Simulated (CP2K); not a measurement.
Band structure of KTaO3 (Pm-3m, 5 atoms in the cell).

```
CELL_PARAMETERS angstrom
      3.99488     0.00000     0.00000
      0.00000     3.99488     0.00000
      0.00000     0.00000     3.99488
ATOMIC_POSITIONS crystal
  K  0.50000 0.50000 0.50000
  Ta 0.00000 0.00000 0.00000
  O  0.00000 0.50000 0.00000
  O  0.50000 0.00000 0.00000
  O  0.00000 0.00000 0.50000
```

Computed with PBEsol, GPW, DZVP-MOLOPT-SR-GTH basis, GTH-PBE potentials (GTH_POTENTIALS) run with CP2K.

Settings: CUTOFF = 500 Ry; REL_CUTOFF = 40 Ry; KPOINTS/SCHEME = MONKHORST-PACK 6 6 6; GAMMA_CENTERED = T; XC_FUNCTIONAL = PBE:PBESOL; K/BASIS_SET = DZVP-MOLOPT-SR-GTH-q9; K/POTENTIAL = GTH-PBE-q9; Ta/BASIS_SET = DZVP-MOLOPT-SR-GTH-q13; Ta/POTENTIAL = GTH-PBE-q13; O/BASIS_SET = DZVP-MOLOPT-SR-GTH-q6; O/POTENTIAL = GTH-PBE-q6; METHOD = GPW; EPS_DEFAULT = 1e-10; EXTRAPOLATION = USE_GUESS.

The starting cell comes from a database of computed structures (which also holds hypothetical and non-ambient phases and stackings), without a prior relaxation at this level. Spin-orbit coupling is off. Values carry the incompleteness of an atom-centred basis. The potentials were made for another functional than the one used.

Q: Predict the gap along the standard path and the places of the band edges.

A: The gap along the path is 2.03 eV, from R to Γ; the smallest direct gap on it is 2.81 eV.

Levels in eV from the top of the valence band on the SCF mesh, bands 17 to 21:
```
point     17     18     19     20    21
-----  -----  -----  -----  -----  ----
Γ      -1.12  -0.78  -0.78  -0.78  2.03
X      -2.23  -1.60  -1.00  -1.00  2.20
M      -1.84  -1.50  -1.50  -0.05  4.99
R      -3.98   0.00   0.00   0.00  6.42
```

Higher empty bands are left out: an atom-centred basis made for the valence describes them poorly.
